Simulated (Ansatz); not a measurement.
```xyz
6
Lattice="3.5173 0.0000 0.0000 -1.7587 3.0461 0.0000 0.0000 0.0000 13.7781" Properties=species:S:1:pos:R:3 pbc="T T T"
Mo     0.0000     2.0307    10.3336
Mo     1.7587     1.0154     3.4445
Te     0.0000     2.0307     1.6332
Te     1.7587     1.0154     8.5223
Te     1.7587     1.0154    12.1449
Te     0.0000     2.0307     5.2558
```

No spin polarisation.

Level of theory: plane-wave PAW DFT at the PBE-D3(BJ) level (Ansatz, an electronic-structure program, 420 eV), no spin-orbit coupling, earlier PAW set. Settings: 11×11×3 k-points, 0.05 eV Fermi–Dirac smearing.

What is the computed gap character?

Indirect, Γ → K–Γ (44 % along).

Estimate the smallest direct gap.

1.04 eV.

With Te present, leaving out spin-orbit coupling can change the band edges. The cells carry an imposed strain or load. No phonon test of stability was made. The cell was made from MoTe₂ in the 2H-MoS2 type structure (space group P6_3/mmc, No. 194; layered, stacked along the Cartesian z axis) by this change: isotropic strain +0.59 %.
